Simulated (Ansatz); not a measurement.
BN: pressure −1 GPa

Take BN in the zinc blende structure (space group F-43m, No. 216; a = 3.625 Å) as the base.

Perturbation: hydrostatic tension (pressure −1 GPa).

Level of theory: Ansatz (a program for electronic structure), PBE, PAW, cutoff 420 eV, no spin-orbit coupling. Settings: 16×16×16 k-points, 0.05 eV Fermi–Dirac smearing.

| quantity | base | changed | shift |
|---|---|---|---|
| density | 3.46 g/cm³ | 3.45 g/cm³ | -0.01 g/cm³ |
| lattice parameter a | 3.625 Å | 3.628 Å | +0.003 Å |
| enthalpy H = E + PV relative to the base's energy | – | -0.04 eV/atom | – |
| band gap | 4.46 eV | 4.46 eV | 0.00 eV |
| gap character | indirect, Γ → X | indirect, Γ → X | – |
| smallest direct gap | 8.79 eV | 8.78 eV | -0.01 eV |
| width of the top valence band | 6.45 eV | 6.43 eV | -0.02 eV |
| electron mass | 0.91 mₑ along k, 0.30 mₑ across (at X) | 0.92 mₑ along k, 0.30 mₑ across (at X) | – |
| hole mass (degenerate bands, along [100]) | 0.50, 0.53, 0.53 mₑ (at Γ) | 0.50, 0.53, 0.53 mₑ (at Γ) | – |

Cost of the whole job for the changed cell (relaxation, final SCF and bands): around 15 core-seconds (rough).

Load acts through the strain it causes; cell and atoms are relaxed under it. Effective masses come from finite differences of ±0.01 Å⁻¹. Along k means along the line from Γ to the band edge. Stability against distortions was not tested.
